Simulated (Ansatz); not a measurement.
Take MoS₂ in the 2H-MoS2 type structure (space group P6_3/mmc, No. 194; a = 3.1732 Å, c = 12.4370 Å; layered, stacked along the Cartesian z axis) as the base.

Modification: a hydrostatic pressure of 4.2 GPa.

Computed with DFT with r2SCAN+rVV10, PAW potentials and a 500 eV plane-wave cutoff in Ansatz (a quantum-chemistry and plane-wave program), no spin-orbit coupling, earlier PAW set.

Base, band edges from the VBM (valence, conduction): K -0.67, 1.07; H -0.75, 1.07; M -1.33, 1.68; L -1.38, 1.70; A -0.29, 2.25; Γ 0.00, 2.24 eV.

Problem. Give the band edges at the high-symmetry points of the new zone, measured from its valence-band maximum.

Solution. 
| point | valence edge (eV) | conduction edge (eV) |
|---|---|---|
| Γ | 0.00 | 2.12 |
| M | -1.52 | 1.61 |
| K | -0.80 | 1.02 |
| A | -0.28 | 2.12 |
| L | -1.60 | 1.64 |
| H | -0.94 | 1.02 |

The gap is 0.74 eV, indirect, Γ → K–Γ (44 % along).

Load acts through the strain it causes; cell and atoms are relaxed under it. Stability against distortions was not tested.
